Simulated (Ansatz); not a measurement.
The parent structure is CdS in the zinc blende structure (space group F-43m, No. 216; a = 5.824 Å). Axes: x, y, z lie along the cube axes.

Perturbation: biaxial strain −1.12 %, plane normal [001], relaxed out of plane (Cartesian); in-plane vectors clamped, the third vector and the atoms free.

Levels (all Ansatz, a first-principles code, PAW): PBEsol (420 eV, no spin-orbit coupling); HSE06 (420 eV, without spin-orbit coupling).

The geometry is relaxed with PBEsol.

- PBEsol lowest conduction level above the VBM at special points: Γ 0.99 eV; N 2.86 eV; X 3.31 eV

**Question.** Predict the lowest conduction level above the VBM at special points from HSE06.

**Answer.** The lowest conduction level above the VBM at special points becomes Γ 2.16 eV; N 4.09 eV; X 4.37 eV (PBEsol: Γ 0.99 eV; N 2.86 eV; X 3.31 eV).

Single points use the geometry relaxed with PBEsol. The levels and masses belong to the bands next to the band gap. Whether these cells are dynamically stable was not tested. Labels are those of the standard path for the cell's own space group.
